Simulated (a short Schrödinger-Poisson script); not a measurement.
Symmetric double-gate stack, SiO2 on p-type Si(111)

Stack: symmetric double-gate stack, SiO2 on p-type Si(111), at 77 K.

```csv
layer,material,thickness (nm),Na (cm⁻³)
1,SiO2,3.2,-
2,Si,5,3e17
3,SiO2,3.2,-
```

Constants are typed, rounded textbook-type inputs, not results; the design itself was drawn at random and stands for no fabricated device. SiO2: permittivity 3.9, conduction-band edge (eV) 3.15, gap (eV) 9, electron mass (mₑ) 0.5. Si: permittivity 11.7, conduction-band edge (eV) 0, gap (eV) 1.124, Nv at 300 K (cm⁻³) 3.1e19.

Channel valleys (confinement mass, in-plane density-of-states mass, number): Δ6 0.258, 0.358, 6. At the gates, both at one voltage, the conduction-band edge of layer 1 lies 3.58 eV − eVg above the Fermi level of the channel. Gaps are held at their typed values at every temperature. Mesh 0.03 nm at interfaces.

From a short Schrödinger-Poisson script (our own, NumPy): 1D Poisson equation in equilibrium, electrons quantum, Hartree (BenDaniel-Duke, 12 states a valley, the channel's in-plane mass for all, wave functions free to enter the dielectric), parabolic valleys, classical holes, full ionisation, no traps, pinning or gate leakage.

```
Vg (V)  electrons (cm⁻²)  C (μF/cm²)  Δ6 E0 (meV)  Δ6 E1 (meV)
------  ----------------  ----------  -----------  -----------
0.6              1.42e12        1.79          8.7        144.3
0.9              4.86e12        1.86         -1.5        125.2
1.2              8.37e12        1.88         -7.5        110.8
1.5              1.19e13        1.90        -12.3         98.0
1.8              1.55e13        1.91        -16.7         86.2
2.1              1.91e13        1.92        -21.0         75.2
2.4              2.27e13        1.93        -25.1         64.8
2.7              2.63e13        1.94        -29.2         54.9
```

Gate voltages with under 1e6 electrons/cm² are left out.

Subbands count from the Fermi level. The capacitance is that of both gates.
